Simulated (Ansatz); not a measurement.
Method: PBE (plane waves to 420 eV, PAW; Ansatz, an electronic-structure program).

Plane-averaged electrostatic potential energy along the normal, in eV from the Fermi level, for a constructed model of the (0001) surface of hcp Zr, a pseudomorphic layer of Ti in the host's stacking (bottom of the slab: a bare face, its two planes held):

| z (Å) | V (eV) |
|---|---|
| 3.85 | 4.18 |
| 4.15 | 4.17 |
| 4.44 | 4.16 |
| 4.74 | 4.14 |
| 5.04 | 4.10 |
| 5.33 | 4.02 |
| 5.63 | 3.88 |
| 5.93 | 3.61 |
| 6.22 | 3.11 |
| 6.52 | 2.20 |
| 6.81 | 0.61 |
| 7.11 | -2.23 |
| 7.41 | -7.54 |
| 7.70 | -14.23 |
| 8.00 | -17.96 |
| 8.30 | -16.45 |
| 8.59 | -10.53 |
| 8.89 | -3.94 |
| 9.19 | -0.56 |
| 9.48 | -0.23 |
| 9.78 | -2.79 |
| 10.07 | -8.83 |
| 10.37 | -15.32 |
| 10.67 | -17.94 |
| 10.96 | -15.18 |
| 11.26 | -8.67 |
| 11.56 | -2.77 |
| 11.85 | -0.27 |
| 12.15 | -0.56 |
| 12.44 | -3.75 |
| 12.74 | -10.19 |
| 13.04 | -16.15 |
| 13.33 | -17.77 |
| 13.63 | -14.15 |
| 13.93 | -7.42 |
| 14.22 | -2.15 |
| 14.52 | -0.26 |
| 14.81 | -1.14 |
| 15.11 | -5.16 |
| 15.41 | -11.94 |
| 15.70 | -17.08 |
| 16.00 | -17.38 |
| 16.30 | -12.66 |
| 16.59 | -5.83 |
| 16.89 | -1.46 |
| 17.19 | -0.36 |
| 17.48 | -2.08 |
| 17.78 | -7.20 |
| 18.07 | -13.95 |
| 18.37 | -17.72 |
| 18.67 | -16.29 |
| 18.96 | -10.44 |
| 19.26 | -3.91 |
| 19.56 | -0.51 |
| 19.85 | 0.07 |
| 20.15 | -1.93 |
| 20.44 | -7.17 |
| 20.74 | -13.96 |
| 21.04 | -17.70 |
| 21.33 | -16.17 |
| 21.63 | -10.31 |
| 21.93 | -4.04 |
| 22.22 | -1.38 |
| 22.52 | -2.56 |
| 22.81 | -6.41 |
| 23.11 | -9.43 |
| 23.41 | -10.22 |
| 23.70 | -8.59 |
| 24.00 | -4.76 |
| 24.30 | -0.74 |
| 24.59 | 1.36 |
| 24.89 | 2.53 |
| 25.19 | 3.19 |
| 25.48 | 3.55 |
| 25.78 | 3.74 |
| 26.07 | 3.85 |
| 26.37 | 3.90 |
| 26.67 | 3.93 |
| 26.96 | 3.94 |
| 27.26 | 3.95 |
| 27.56 | 3.96 |

Model: 7-atom slab, 15.9 Å thick at the start, 13x13x1 mesh, Fermi-Dirac 0.1 eV, dipole correction, 2 atoms held, the rest relaxed; held to the start's symmetry, so lower structures may exist; no spin, no spin-orbit, no U. It is one candidate, not shown to be the stable structure of the face.

The vacuum level lies 3.96 eV above the Fermi level over the top face and 4.19 eV above it under the bottom face.
